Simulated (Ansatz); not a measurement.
Start from GaAs in the zinc blende structure (space group F-43m, No. 216; a = 5.659 Å). Axes: x, y, z lie along the cube axes.

Computed with PBEsol (Ansatz, an electronic-structure program, PAW, no spin-orbit coupling).

For the base:

```
Property                 Value
-------------  ---------------
Electron mass  0.025 mₑ (at Γ)
Pressure              0.00 GPa
```

Perturbation: compressive biaxial strain of 2.08 % in the plane normal to [111], as in epitaxy on a mismatched substrate; the out-of-plane cell vector and the atoms relax.

### Question
What happens to the electron mass?

### Answer
The electron mass changes from 0.025 mₑ (at Γ) to 0.038 mₑ out of plane, 0.036 mₑ in plane (at Γ).

### Question
What does the calculation give for the pressure after the change?

### Answer
The pressure (mean of the normal stresses, compression positive) goes from zero to 2.42 GPa.

### Question
What happens to the out-of-plane strain?

### Answer
The out-of-plane strain comes out as +0.99 %.

The levels and masses belong to the bands next to the band gap. Masses are band curvatures over ±0.01 Å⁻¹ around the edge. Stability against distortions was not tested.
